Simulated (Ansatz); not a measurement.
Here is the system:

Host crystal: zinc-blende InP, with a band gap (PBE, scalar-relativistic without spin-orbit coupling).

End structure of NH2 on the 1x1 (110) surface of zinc-blende InP (cut with top plane In + P), one in a 2x1 cell, started at the site 'top In':

```
CELL_PARAMETERS angstrom
      8.42871     0.00000     0.00000
      0.00000     5.96000     0.00000
      0.00000     0.00000    27.50000
ATOMIC_POSITIONS crystal
  In 0.25000 0.55028 0.36260
  In 0.75000 0.55028 0.36260
  P  0.00000 0.76054 0.33871
  P  0.50000 0.76054 0.33871
  In 0.00000 0.97719 0.42064
  In 0.50000 0.97719 0.42064
  P  0.25000 0.22817 0.42353
  P  0.75000 0.22817 0.42353
  In 0.25000 0.48204 0.50028
  In 0.75000 0.47692 0.50090
  P  0.99924 0.73462 0.49954
  P  0.50076 0.73462 0.49954
  In 0.00548 0.97020 0.57984
  In 0.49452 0.97020 0.57984
  P  0.25000 0.23134 0.57527
  P  0.75000 0.22062 0.57674
  In 0.25000 0.49220 0.65146
  In 0.75000 0.54776 0.63739
  P  0.00363 0.74732 0.65958
  P  0.49637 0.74732 0.65958
  N  0.25000 0.23717 0.70504
  H  0.34840 0.20838 0.72570
  H  0.15160 0.20838 0.72570
```

Model: 23-atom slab, 8.9 Å thick at the start under the adsorbate (thin: gaps and levels are the slab's own), 2x3x1 mesh, Fermi-Dirac 0.01 eV, dipole correction, single point; on the structure that PBE left under its start's symmetry; spin-polarised, ending with about 1.0 μB a cell, a value that depends on the mesh; orders that need a larger cell were not tried, no spin-orbit, no U, no dispersion correction. The slab shows no gap over 0.04 eV on its mesh. The program's check for a lower electronic state was not made. It is one chosen start, not shown to be the lowest state of the adsorbate.

A negative adsorption energy means that the adsorbate is more stable on the surface than in its reference.

### Question
What is the computed change of the step from the bottom to the top vacuum level, against the clean slab (HSE06, at the PBE geometry and the start's symmetry (Ansatz, a first-principles code))?

### Answer
-0.29 eV

### Question
Give the adsorption energy against NH3(g) − ½ H2(g) at the same level at the level HSE06, at the PBE geometry and the start's symmetry.

### Answer
1.69 eV
